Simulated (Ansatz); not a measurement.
## InAgTe2 under a change: biaxial strain −2.80 %, plane normal [001], relaxed out of plane

Start from InAgTe2 in the chalcopyrite structure (space group I-42d, No. 122; a = 6.569 Å, c = 13.003 Å). Axes: x, y, z lie along a, b, c of the conventional cell.

Modification: compressive biaxial strain of 2.80 % in the plane normal to [001], as in epitaxy on a mismatched substrate; the out-of-plane cell vector and the atoms relax.

Method: DFT with PBE, PAW potentials and a 420 eV plane-wave cutoff in Ansatz (a program for electronic structure), scalar-relativistic without spin-orbit coupling. Settings: 7×7×7 k-points, 0.05 eV Fermi–Dirac smearing.

The volume per atom falls by 0.73 Å³ (35.07 Å³ → 34.34 Å³) and the space group stays I-42d (No. 122). The shortest interatomic distance drops by 0.046 bohr to 5.271 bohr and the energy rises by 6.8 meV/atom. The band gap becomes zero (base: 0.05 eV) (uncertain: the Fermi level lies in a band; the base alone) and the out-of-plane strain comes out as +3.65 % (rough). The mean in-plane stress (compression positive) amounts to +1.1 GPa (rough).

Without a gap, meshes like the base's 7×7×7 leave anisotropic stresses uncertain by several tenths of a GPa, and small strain energies with them. Spin-orbit coupling, missing from the scalar runs, can matter with Te. No phonon test of stability was made. The final runs are not spin-polarised. Gaps under 0.05 eV, about the width of the smearing, are given as zero. A zero or small gap of InAgTe2 can be the functional's error rather than a property of the material.
